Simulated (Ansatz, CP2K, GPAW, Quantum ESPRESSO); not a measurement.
# Code comparison for SnAu5 (R32, 6 atoms in the cell)

Self-consistent single point, at a second geometry (lattice scaled by 0.98). First geometry:

```yaml
crystal:
  lattice:
    - [2.52523, 1.45794, 4.86447]
    - [-2.52523, 1.45794, 4.86447]
    - [0.00000, -2.91588, 4.86447]
  atoms:
    - { symbol: Sn, position: [0.00000, 0.00000, 0.00000] }
    - { symbol: Au, position: [0.67015, 0.67015, 0.67015] }
    - { symbol: Au, position: [0.32985, 0.32985, 0.32985] }
    - { symbol: Au, position: [0.50000, 0.17077, 0.82924] }
    - { symbol: Au, position: [0.82924, 0.50000, 0.17077] }
    - { symbol: Au, position: [0.17077, 0.82924, 0.50000] }
```

Shared settings, as Ansatz (a quantum-chemistry and plane-wave program) writes them: kpoints.mp_grid.grid = 5 5 5; scf.occupations.method = gaussian; scf.occupations.width = 0.0073 Ry. Potentials and cutoffs stand in the table.

```tsv
code	model	ΔF from the first geometry (meV/atom)	pressure (GPa)	largest force (eV/Å)	cutoff
Ansatz	PBEsol, PAW files made with PBE	32.1	10.38	0.083	30.9 Ry
CP2K	PBEsol, GPW, DZVP-MOLOPT-SR-GTH basis, GTH-PBE potentials (GTH_POTENTIALS)	91.4	20.61	0.132	grid 500 Ry
Quantum ESPRESSO	PBEsol, GBRV 1.5 ultrasoft (PBESOL) pseudopotentials	29.8	10.01	0.087	40 Ry
GPAW	PBEsol, GPAW PAW datasets PBEsol (made by gpaw-setup)	44.4	12.61	0.113	600 eV
```

Size of the force on each atom (eV/Å): Sizes of forces hide their directions.

| code | Sn1 | Au2 | Au3 | Au4 | Au5 | Au6 |
|---|---|---|---|---|---|---|
| Ansatz | 0.000 | 0.083 | 0.083 | 0.019 | 0.019 | 0.019 |
| CP2K | 0.000 | 0.132 | 0.132 | 0.047 | 0.047 | 0.047 |
| Quantum ESPRESSO | 0.000 | 0.087 | 0.087 | 0.021 | 0.021 | 0.021 |
| GPAW | 0.000 | 0.113 | 0.113 | 0.014 | 0.014 | 0.014 |

On Ansatz's run: spin-orbit coupling is off.

The spread over the programs that give each value: ΔF from the first geometry within 61.6 meV/atom; pressure within 10.60 GPa; largest force within 0.049 eV/Å.

CP2K uses small atom-centred bases, whose incompleteness enters pressures, forces and empty levels differently from a plane-wave cutoff. Ansatz's pressure is given at a fixed set of plane waves, as the other plane-wave codes print theirs; with its correction for the finite basis it is 10.43 GPa. In the pressure, CP2K (by 10.23) and GPAW (by 2.22) lie more than 1 GPa from the median of the plane-wave programs.

The starting cell comes from a database of computed structures (which also holds hypothetical and non-ambient phases and stackings), without a prior relaxation at this level. Its lattice was rescaled by a random factor within 2.5 % of one. For this run, on top of that: lattice scaled by 0.98.

Left out of this page: FLEUR (not drawn, or without a comparable value).

Keys are those of Ansatz 0.2.
